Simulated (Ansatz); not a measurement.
## ZnS: response to strain

Start from ZnS in the wurtzite structure (space group P6_3mc, No. 186; a = 3.738 Å, c = 6.143 Å). Axes: x lies along a and z along c of the hexagonal cell.

Strains are applied to the cell and any free atomic positions relax.

Calculations: LDA (Ansatz, an electronic-structure program; PAW; 420 eV plane waves; spin-orbit coupling left out).

Notes on the quantities. energy relative to the base: free energy F.

```csv
uniaxial strain ε_xx (%),energy relative to the base (meV/atom)
-3,7.4
-2.4,?
-1.8,2.6
-1.2,1.2
-0.6,0.3
0,0.0
```

Question: Fit ΔE = Aε² + Bε³ (ε in %) to the rows shown and predict the withheld row.

Answer: Least squares on the printed values gives A = 0.796 and B = -0.0087 meV/atom (largest residual 0.0 meV/atom); this predicts 4.7 meV/atom, and the run gives 4.7 meV/atom, in agreement.

No phonon test of stability was made.
